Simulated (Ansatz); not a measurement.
Take TiO2 in the anatase structure (space group I4_1/amd, No. 141) as the base.

```
CELL_PARAMETERS angstrom
     -1.86967     1.86967     4.72754
      1.86967    -1.86967     4.72754
      1.86967     1.86967    -4.72754
ATOMIC_POSITIONS crystal
  Ti 0.75000 0.25000 0.50000
  Ti 0.00000 0.00000 0.00000
  O  0.54202 0.04202 0.50000
  O  0.79202 0.79202 0.00000
  O  0.20798 0.20798 0.00000
  O  0.95798 0.45798 0.50000
```

Cartesian axes are those of the cell as printed.

All numbers come from DFT with LDA, PAW potentials and a 420 eV plane-wave cutoff in Ansatz (a first-principles code), no SOC.

Base values:

The band gap comes out as 2.08 eV and the smallest direct gap is 2.44 eV. The pressure comes out as 0.00 GPa.

Modification: biaxial strain −0.60 %, plane normal [001], relaxed out of plane (Cartesian); in-plane vectors clamped, the third vector and the atoms free.

Estimate the effect on the band gap, out-of-plane strain, smallest direct gap and pressure.

The band gap increases by 0.07 eV to 2.15 eV; the out-of-plane strain comes out as +0.97 %; the smallest direct gap rises by 0.04 eV (2.44 eV → 2.48 eV); the pressure (mean of the normal stresses, compression positive) goes from zero to 1.18 GPa.

Stability against distortions was not tested. The final runs are not spin-polarised.
